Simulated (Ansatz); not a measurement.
Take AlAs in the zinc blende structure (space group F-43m, No. 216) as the base.

```yaml
crystal:
  lattice:
    - [0.00000, 2.83733, 2.83733]
    - [2.83733, 0.00000, 2.83733]
    - [2.83733, 2.83733, 0.00000]
  atoms:
    - { symbol: As, position: [0.75000, 0.75000, 0.75000] }
    - { symbol: Al, position: [0.00000, 0.00000, 0.00000] }
```

Cartesian axes are those of the cell as printed.

Computed with DFT with PBEsol, PAW potentials and a 420 eV plane-wave cutoff in Ansatz (a quantum-chemistry and plane-wave program), scalar-relativistic without spin-orbit coupling.

Modification: tensor shear ε_yz = −0.72 % (engineering shear γ = -0.0144), atoms relaxed at fixed cell.

Problem. Predict the stress tensor and what it implies for the stiffness.

Solution. Stress of the strained cell less that of the base (GPa, compression positive):
```
   0.00    0.00    0.00
   0.00    0.01    0.74
   0.00    0.74    0.01
```

Then −Δσ/γ with γ = 2ε = -0.0144 gives relaxed-ion elastic constants: C44 ≈ 51 GPa.

Whether these cells are dynamically stable was not tested.
